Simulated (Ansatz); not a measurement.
**ScPt3C (model structure, started from the Ni3MgC type, Pm-3m, No. 221, 5 atoms in the cell): properties by level of theory**

```json
[
 {"level (code)": "LDA (Ansatz)", "lattice parameter a (Å)": "4.160", "bulk modulus (GPa)": "233"},
 {"level (code)": "PBE (Ansatz)", "lattice parameter a (Å)": "4.238", "bulk modulus (GPa)": "197"},
 {"level (code)": "PBEsol (Ansatz)", "lattice parameter a (Å)": "[?]", "bulk modulus (GPa)": "[?]"},
 {"level (code)": "r²SCAN (Ansatz)", "lattice parameter a (Å)": "4.216", "bulk modulus (GPa)": "211"}
]
```

Question: What belongs in the gaps?

Answer: 
- PBEsol (Ansatz, an electronic-structure program), lattice parameter a (Å): 4.189
- PBEsol (Ansatz), bulk modulus (GPa): 219

Caveats: the bulk modulus is −V dP/dV from two relaxed cells at ±2 % in volume (LDA, PBE, PBEsol, r²SCAN). Ansatz's density-functional and Hartree–Fock values are scalar-relativistic unless marked +SOC, with PAW data made under PBE.

Static lattice: no zero-point or thermal effects.

A model structure was made by putting elements into a prototype or built by hand; it is no filed structure, need not be a known phase, and can be a saddle point held by its symmetry.
